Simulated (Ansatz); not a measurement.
Phonon-limited resistivity of Pt3Pb (Pm-3m) against temperature in μΩ·cm, PBEsol, DFPT electron-phonon coupling, linearised Boltzmann equation run with Ansatz (a program for electronic structure), harmonic crystal at a fixed cell.

```json
[
 {"T": "100 K", "ρ": "16.4"},
 {"T": "150 K", "ρ": "[?]"},
 {"T": "200 K", "ρ": "34"},
 {"T": "250 K", "ρ": "43"},
 {"T": "273 K", "ρ": "47"},
 {"T": "300 K", "ρ": "[?]"},
 {"T": "350 K", "ρ": "[?]"},
 {"T": "400 K", "ρ": "65"}
]
```

Task: Some entries are withheld; supply them.

Result: 
- 150 K, ρ: 26
- 300 K, ρ: 51
- 350 K, ρ: 58

A metal at this level (no band gap). Only scattering by harmonic phonons is included (no impurities, grain boundaries, electron-electron scattering or thermal expansion). Spin-orbit coupling is left out, which matters with elements this heavy. Few carriers conduct, so the values hang on small band overlaps. The run warned that the eigensolver left some states short of its tolerance. Halving the electron mesh (20x20x20) moves the resistivity by up to 15 %. Smearing 0.20 eV; phonons on a 4x4x4 q mesh, which this run doesn't test and which matters most at low temperature.

Formula and space group known from diffraction (Crystallography Open Database), not checked to be the room-temperature form: Pt3Pb (Pm-3m).
